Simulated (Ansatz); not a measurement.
Here is the system:

```xyz
1
Lattice="2.6959 0.0000 0.0000 1.3480 2.3348 0.0000 1.3480 -0.7783 2.3133" Properties=species:S:1:pos:R:3 pbc="T T T"
Pd     0.0000     0.0000     0.0000
```

No spin polarisation.

Calculations: r2SCAN (Ansatz, a program for electronic structure; PAW; 500 eV plane waves; no spin-orbit coupling). Settings: 29×29×29 k-points, 0.1 eV Fermi–Dirac smearing.

### Question
Predict the band gap, in-plane stress and space group.

### Answer
The band gap is zero. The mean in-plane stress (compression positive) is +8.6 GPa and the space group is R-3m (No. 166).

The cells carry an imposed strain or load. Whether these cells are dynamically stable was not tested. The final runs are not spin-polarised. The cell was made from Pd in the fcc (Cu type) structure (space group Fm-3m, No. 225) by this change: biaxial strain −2.50 %, plane normal [111], relaxed out of plane. Pd has a high density of states at the Fermi level and may be magnetic at this level.
